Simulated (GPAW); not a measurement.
GPAW run on Sb2Pt (Pa-3, 12 atoms in the cell): self-consistent single point.

Method: PBE, GPAW PAW datasets PBE (gpaw-data 1.0.1) (plane waves; GPAW 25.7.0).

```
CELL_PARAMETERS angstrom
      6.34767     0.00000     0.00000
      0.00000     6.34767     0.00000
      0.00000     0.00000     6.34767
ATOMIC_POSITIONS crystal
  Sb 0.37525 0.12475 0.87525
  Sb 0.62475 0.87525 0.12475
  Sb 0.12475 0.87525 0.37525
  Sb 0.87525 0.12475 0.62475
  Sb 0.87525 0.37525 0.12475
  Sb 0.12475 0.62475 0.87525
  Sb 0.62475 0.62475 0.62475
  Sb 0.37525 0.37525 0.37525
  Pt 0.00000 0.50000 0.50000
  Pt 0.50000 0.50000 0.00000
  Pt 0.50000 0.00000 0.50000
  Pt 0.00000 0.00000 0.00000
```

Reference input (self-consistent single point, DFT PBE, plane waves, GPAW PAW datasets PBE (gpaw-data 1.0.1)): mode = pw; ecut = 600 eV; xc = PBE; kpts = 4 4 4; mesh shift (steps) = 0 0 0; occupations.name = methfessel-paxton; occupations.width = 0.1 eV; occupations.order = 0; nbands = -16; convergence.density = 1e-05 e/electron; symmetry.symmorphic = false; symmetry.tolerance = 0.0005. This run's input differs from it in these lines:

```diff
@@ -25,3 +25,3 @@
             kpts={'size': (4, 4, 4), 'gamma': True},
-            occupations={'name': 'methfessel-paxton', 'width': 0.1, 'order': 0},
+            occupations={'name': 'methfessel-paxton', 'width': 0.05, 'order': 1},
             nbands=-16,
```

The program printed (abridged):

```
     iter     time        total  log10-change:
                         energy   eigst   dens
iter:   1 --:--:--   -67.392336
iter:   2 --:--:--   -67.672070   -0.17  -1.50
iter:   3 --:--:--   -71.480903   -0.76  -1.49
iter:   4 --:--:--   -66.877680   -1.28  -1.38
iter:   5 --:--:--   -65.844371   -1.46  -1.56
iter:   6 --:--:--   -65.848521   -2.75  -2.27
iter:   7 --:--:--   -65.861796c  -3.22  -2.34
iter:   8 --:--:--   -65.848241c  -2.98  -2.53
iter:   9 --:--:--   -65.856119c  -3.63  -3.01
iter:  10 --:--:--   -65.851412c  -4.72  -2.83
iter:  11 --:--:--   -65.844894c  -3.66  -2.95
   [... 5 lines left out ...]
iter:  17 --:--:--   -65.844748c  -7.28  -3.83
iter:  18 --:--:--   -65.844745c  -6.49  -3.86
iter:  19 --:--:--   -65.844745c  -7.30  -4.22
iter:  20 --:--:--   -65.844731c  -6.86  -4.26
iter:  21 --:--:--   -65.844730c  -7.86c -4.41
iter:  22 --:--:--   -65.844732c  -7.82c -4.47
iter:  23 --:--:--   -65.844732c  -9.02c -4.48
iter:  24 --:--:--   -65.844731c  -7.55c -4.50
iter:  25 --:--:--   -65.844731c  -8.50c -4.90
iter:  26 --:--:--   -65.844733c  -7.84c -5.00c
Converged after 26 iterations.

Dipole moment: (-0.000007, -0.000007, -0.000007) |e|*Ang

Energy contributions relative to reference atoms: (reference = -3411753.917053)

Kinetic:        +40.233150
Potential:      -39.848215
External:        +0.000000
XC:             -65.331862
Entropy (-ST):   -0.000932
Local:           -0.897185
SIC:             +0.000000
--------------------------
Free energy:    -65.845044
Extrapolated:   -65.844733

Showing only first 2 kpts
 Kpt  Band  Eigenvalues  Occupancy
  0    90      9.31739    2.00000
  0    91      9.31739    2.00000
  0    92      9.95470    1.93250
  0    93      9.95470    1.93250

  1    90      9.02384    2.00000
  1    91      9.98836    1.07714
  1    92     10.17328   -0.00000
  1    93     10.21689   -0.00000

Fermi level: 9.99064

No gap
   [... lines left out ...]
  6 Sb    0.09124    0.09124    0.09124
  7 Sb   -0.09124   -0.09124   -0.09124
  8 Pt    0.00000    0.00000   -0.00000
  9 Pt    0.00000    0.00000    0.00000
 10 Pt   -0.00000   -0.00000    0.00000
 11 Pt   -0.00000    0.00000    0.00000

Stress tensor:
    -0.075860    -0.000000    -0.000000
    -0.000000    -0.075860    -0.000000
    -0.000000    -0.000000    -0.075860
Stress (GPa, Voigt): [-12.1541 -12.1541 -12.1541  -0.      -0.      -0.    ]
```

The run converged in 26 iterations. GPAW prints stress with tension positive. Against the reference run the free energy hardly moves (within 1 meV/atom), the pressure hardly changes (12.20 to 12.15 GPa) and the largest force goes from 0.152 to 0.158 eV/Å.

The starting cell comes from a database of computed structures (which also holds hypothetical and non-ambient phases and stackings), without a prior relaxation at this level. Its lattice was rescaled by a random factor within 2.5 % of one. Spin polarisation is off. With a pressure of about 12 GPa the cell is away from its equilibrium volume at this level.

Cost on one core of a shared machine: roughly 4 min.
